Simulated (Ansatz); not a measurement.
The starting structures come from a database of crystals and need not be the phases stable at ambient conditions.

 Where the default PAW files enter, the runs use the earlier of Ansatz's two default sets.

# Evanescent states of CuI (P-3m1, not sure to be the ambient phase, 4 atoms a cell, 25.5 Å³ an atom) along the normal of (111)

Level of theory: r2SCAN (plane waves, PAW; Ansatz, a quantum-chemistry and plane-wave program).

The gap is the functional's own, uncorrected, and κ follows it; spin-orbit coupling is left out. Mid-gap values are interpolated between the computed energies.

Energies count from the valence-band top; κ is the least over a 6×4 mesh across the current.

| E (eV) | κ (1/Å) | where |
|---|---|---|
| 0.06 | 0.064 | Γ |
| 0.17 | 0.106 | Γ |
| 0.28 | 0.132 | Γ |
| 0.39 | 0.150 | Γ |
| 0.49 | [?] | Γ |
| 0.60 | [?] | Γ |
| 0.71 | [?] | Γ |
| 0.82 | [?] | Γ |
| 0.94 | [?] | Γ |
| 1.04 | [?] | Γ |
| 1.16 | [?] | Γ |
| 1.26 | [?] | Γ |
| 1.38 | [?] | Γ |
| 1.49 | [?] | Γ |
| 1.59 | [?] | Γ |
| 1.71 | 0.150 | Γ |
| 1.81 | 0.132 | Γ |
| 1.93 | 0.107 | Γ |
| 2.04 | 0.068 | Γ |

Q: Complete the blanks.

A: 
- 0.49, κ (1/Å): 0.163
- 0.60, κ (1/Å): 0.173
- 0.71, κ (1/Å): 0.180
- 0.82, κ (1/Å): 0.185
- 0.94, κ (1/Å): 0.188
- 1.04, κ (1/Å): 0.189
- 1.16, κ (1/Å): 0.188
- 1.26, κ (1/Å): 0.185
- 1.38, κ (1/Å): 0.180
- 1.49, κ (1/Å): 0.173
- 1.59, κ (1/Å): 0.163
